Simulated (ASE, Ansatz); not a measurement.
A thermal frame of composition SiNi, cell Si24Ni24, brought to this temperature after a much hotter stage, at a temperature that wasn't checked against the liquidus, so perhaps supercooled [in the CHGNet run: it was liquid; mean temperature 1135 K (target 1140 K); density 5.52 g/cm³; mean pressure -0.5 GPa against a target of 0], from MD with the machine-learned potential CHGNet 0.3.0 in ASE at 1140 K. These are PBE (plane waves, PAW; Ansatz, a first-principles code) values and carry that method's errors.

| Property | Result |
|---|---|
| plane-wave cutoff | 420 eV |
| k-points | one point, (1/4, 1/4, 1/4) |
| Fermi-Dirac width | 0.098 eV |
| spin | not polarised; no spin-orbit coupling |

A check of the k-sampling: on the last frame of the same run a denser mesh moved the PBE forces by 0.067 eV/Å rms, the static pressure by -0.15 GPa and the free energy by -11 meV/atom.

```xyz
48
Lattice="8.5585 0.0000 0.0000 0.0000 8.5585 0.0000 0.0000 0.0000 8.5585" Properties=species:S:1:pos:R:3 pbc="T T T"
Ni     5.0099     7.7541     5.9941
Ni     8.7997    11.2800     2.6939
Ni     3.5066     2.5193     1.1639
Ni     2.1528     4.5604     4.1267
Ni     4.4935     4.3568     0.2232
Ni     1.5049     5.6950    -0.4710
Ni     7.6730     4.6032     0.1525
Ni     3.3616     1.1673     3.2489
Ni    -0.3407    -1.3058     3.2486
Ni    -0.8900     8.9739     0.8853
Ni     6.0567     5.2733     2.3249
Ni     4.6389     7.5427     3.6077
Ni     2.1974    -0.8766     0.8205
Ni     4.5783    -0.0640     0.0206
Ni    -0.9078     6.2779     6.9089
Ni     6.6916     3.1897     3.9939
Ni     0.2498     3.8449    -3.2367
Ni     4.2560     2.8607     5.4086
Ni     6.6399     1.5986     5.8578
Ni     1.3790     5.4558     1.8746
Ni     3.2400    -2.2593     5.1997
Ni     6.1913     2.5371    -0.2790
Ni     1.1758     0.4571     4.0766
Ni     1.6345     1.5073    -0.6065
Si     0.5110     6.2085     5.1895
Si     5.3053     0.8876    10.3663
Si     2.9986    -0.0260     5.2362
Si     5.6360     5.8899     7.7650
Si     2.3787     7.1229     2.9529
Si     3.4682     6.9666     7.4317
Si    -2.0637     3.0838     1.7598
Si     0.7550     7.7966     7.7035
Si     1.9508     2.2537     5.5606
Si    -4.0957     6.7953     1.6152
Si    -0.5563     6.5370     9.7583
Si    -0.4098     5.0098    11.8342
Si    -0.1713     2.4688     7.2042
Si    -1.8517     8.7448    -0.9429
Si    -0.9263     0.9548     3.3805
Si     1.3905     3.4983     0.3703
Si    -3.2483     0.9916     4.2803
Si     3.3755     4.5750     2.0937
Si     1.4158     1.1315     1.8167
Si     3.7235     2.1061    -1.0817
Si     4.7706     4.6437     4.4414
Si    -2.2226    -2.2054     4.5152
Si     6.6181     3.7232     6.3358
Si     3.0204     4.2296     6.8564
```

Q: Give the forces on all atoms (eV/Å), the static pressure (no kinetic part).

A: 
```csv
atom,Fx Fy Fz
Ni1,1.846 0.742 1.171
Ni2,0.026 1.500 0.288
Ni3,-0.615 -1.875 0.033
Ni4,0.587 -0.558 -0.414
Ni5,0.815 0.553 -0.741
Ni6,0.243 -0.817 -1.453
Ni7,-0.268 -0.888 0.284
Ni8,-0.314 0.437 -0.253
Ni9,0.201 0.316 0.477
Ni10,0.992 -0.188 2.303
Ni11,-0.578 0.132 0.362
Ni12,0.061 0.054 0.318
Ni13,0.479 0.635 -0.517
Ni14,0.198 0.494 -0.985
Ni15,-0.129 0.660 -0.345
Ni16,-0.628 0.459 -0.064
Ni17,-0.810 -0.196 0.246
Ni18,0.185 -1.471 0.008
Ni19,0.263 -0.873 0.534
Ni20,-1.330 -0.378 0.387
Ni21,-0.836 -0.535 0.706
Ni22,-0.538 -1.392 -1.009
Ni23,-0.146 -0.108 0.033
Ni24,0.004 -2.003 0.500
Si25,1.293 0.373 0.088
Si26,0.233 0.471 0.871
Si27,0.139 0.285 0.015
Si28,0.601 0.234 -0.232
Si29,-0.134 0.435 1.841
Si30,-1.475 -1.128 0.248
Si31,0.564 0.376 0.197
Si32,-1.464 0.848 -0.693
Si33,-0.557 -0.236 -0.620
Si34,0.030 0.149 -2.253
Si35,-0.524 0.702 -1.838
Si36,0.780 -1.998 0.252
Si37,-0.143 -0.127 0.210
Si38,-0.705 -0.935 -2.009
Si39,-0.788 -0.059 0.001
Si40,-0.128 0.633 0.899
Si41,-0.106 0.333 0.199
Si42,0.435 -0.975 1.168
Si43,1.406 -0.379 -0.725
Si44,1.678 -1.004 0.859
Si45,-0.703 1.098 -1.226
Si46,0.786 1.076 0.982
Si47,-0.452 2.346 0.150
Si48,-0.475 2.781 -0.252
```
static pressure (no kinetic part): 1.66 GPa
